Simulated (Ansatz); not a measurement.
Model glasses of amorphous SiO2, 75 to 77 atoms (Si24O48 before any change). Each row is one cell at a composition chosen by hand, melted whole on the CHGNet potential with the anions pushed apart under 1.9 Å, quenched within some picoseconds, far faster than a real film, and relaxed with PBE, scalar-relativistic without spin-orbit coupling (plane waves to 420 eV, PAW; Ansatz, an electronic-structure program). Each is the lowest in DFT energy of 2 to 3 quenches. Cycles of charging and discharging were tried on the cells ahead of these points, and a cell that came back lower was taken. The column on the box says what of it was relaxed with the atoms; held means as the quench left it. Cells that kept moments or hold spare charge are left out.

At the relaxed places, the spacing of the highest filled and the lowest empty level was computed at the zone centre with PBE and with HSE06, without spin polarisation, or with spin where the moments then died out. A level counts as spread where PBE shares it among more than a fifth of the atoms; else the element of the atom with the largest weight is named. Formal charges balance in every cell (each cation at its usual highest valence, Cu and Ag at +1, Sb at +3, H at +1, O at −2, N at −3, F and Cl at −1). Exact exchange is cut at the faces of these small cells, which leaves the hybrid a finite-size error. Where a level is localised, the spacing isn't the band gap.

| cell | change | box | highest filled on | lowest empty on | spacing, PBE (eV) | spacing, HSE06 (eV) |
|---|---|---|---|---|---|---|
| Si24O51W | +3 O, +1 W | held | O | W | 1.64 | 3.10 |
| Si24O50Ce | +1 Ce, +2 O | shape | O | Ce | 2.38 | 4.38 |
| Si24O50Sn | +2 O, +1 Sn | held | O | Sn | 3.40 | 5.22 |
| Si24O51In2 | +2 In, +3 O | volume | O | In | 3.64 | 5.41 |
| Si24O50Ti | +2 O, +1 Ti | shape | O | Ti | 4.13 | 5.89 |
| Si24O51Lu2 | +2 Lu, +3 O | volume | O | spread | 4.38 | withheld |
| Si24O50Zr | +2 O, +1 Zr | held | O | spread | 4.63 | 6.41 |
| Si24O50Hf | +1 Hf, +2 O | volume | O | spread | 5.03 | 6.85 |

**Question.** Fit a straight line of the last column on the one before it through the 7 full rows, and predict the withheld value for Si24O51Lu2.

**Answer.** Means: x = 3.550, y = 5.323. Slope = Σ(Δx Δy) / Σ(Δx²) = 9.1353 / 8.7408 = 1.045; intercept = 5.323 − (1.045) × 3.550 = 1.613 eV; r.m.s. residual 0.140 eV. Prediction: 1.613 + (1.045) × 4.38 = 6.19 eV. The run gave 6.12 eV, a miss of 0.07 eV, within the residual.
